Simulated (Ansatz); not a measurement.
Where the default PAW files enter, the runs use the earlier of Ansatz's two default sets.

Evanescent states of SiO2 (P4_2/mnm, rutile, 6 atoms a cell, 8.0 Å³ an atom, -10 GPa at this level) along the normal of (111)

Computed with r2SCAN (plane waves, PAW; Ansatz, a program for electronic structure).

No gap correction and no spin-orbit coupling; mid-gap values are interpolated between computed energies.

Energies count from the valence-band top; κ is the least over a 6×6 mesh across the current.

| E (eV) | κ (1/Å) | where |
|---|---|---|
| 0.14 | 0.215 | Γ |
| 0.41 | 0.343 | Γ |
| 0.68 | 0.377 | Γ |
| 0.94 | 0.391 | Γ |
| 1.22 | 0.401 | Γ |
| 1.49 | ___ | Γ |
| 1.75 | ___ | Γ |
| 2.02 | ___ | Γ |
| 2.29 | ___ | Γ |
| 2.56 | ___ | Γ |
| 2.83 | ___ | Γ |
| 3.10 | ___ | Γ |
| 3.38 | ___ | Γ |
| 3.65 | ___ | Γ |
| 3.92 | ___ | Γ |
| 4.18 | ___ | Γ |
| 4.46 | ___ | Γ |
| 4.72 | 0.317 | Γ |
| 5.00 | 0.289 | Γ |
| 5.26 | 0.253 | Γ |
| 5.54 | 0.204 | Γ |
| 5.80 | 0.130 | Γ |

**Question.** Complete the blanks.

**Answer.** 
- 1.49, κ (1/Å): 0.408
- 1.75, κ (1/Å): 0.413
- 2.02, κ (1/Å): 0.416
- 2.29, κ (1/Å): 0.416
- 2.56, κ (1/Å): 0.415
- 2.83, κ (1/Å): 0.411
- 3.10, κ (1/Å): 0.406
- 3.38, κ (1/Å): 0.398
- 3.65, κ (1/Å): 0.388
- 3.92, κ (1/Å): 0.375
- 4.18, κ (1/Å): 0.360
- 4.46, κ (1/Å): 0.341
